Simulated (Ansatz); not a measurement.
1T (CdI2-type) TiBr2 (cell taken from a computed entry) was calculated with r²SCAN+rVV10 (plane waves, PAW; Ansatz, a quantum-chemistry and plane-wave program).

Settings: plane-wave cutoff 500 eV, 12×12×6 k mesh (along the axes of the cell as run), Fermi–Dirac smearing 0.05 eV, spin-polarised start, scalar-relativistic PAW data made under PBE.

Computed at the level's own relaxed cell.

Task: Give the computed equilibrium volume per atom, lattice parameter a, lattice parameter c and band gap.

Result: 
equilibrium volume per atom: 26.48 Å³/atom
lattice parameter a: 3.844 Å
lattice parameter c: 6.208 Å
band gap: 0.47 eV (on the SCF k mesh)

Note: the magnetic order was assumed, not searched for or taken from measurement; the relaxation could not lower the start's symmetry, so the cell can be a saddle point above a distorted one.

Spin–orbit coupling is not included.

The result took roughly 8 core-minutes.
